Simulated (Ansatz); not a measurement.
# Response to strain in CuAu

Base system: CuAu (space group P4/mmm, No. 123; a = 2.813 Å, c = 3.593 Å; relaxed with 0.1 eV smearing). Axes: x, y, z lie along a, b, c of the conventional cell.

Strains are applied to the cell and any free atomic positions relax; under biaxial strain the out-of-plane vector relaxes too.

Level of theory: PBEsol (Ansatz, an electronic-structure program, PAW, no spin-orbit coupling).

Candidates:
(a) biaxial strain −2.50 %, plane normal [001], relaxed out of plane
(b) biaxial strain −2.00 %, plane normal [001], relaxed out of plane
(c) biaxial strain +2.50 %, plane normal [001], relaxed out of plane

Order them by out-of-plane strain, lowest first.

(c) biaxial strain +2.50 %, plane normal [001], relaxed out of plane (-4.61 %), (b) biaxial strain −2.00 %, plane normal [001], relaxed out of plane (+3.41 %), (a) biaxial strain −2.50 %, plane normal [001], relaxed out of plane (+4.21 %)

No phonon test of stability was made. All final runs are without spin polarisation.
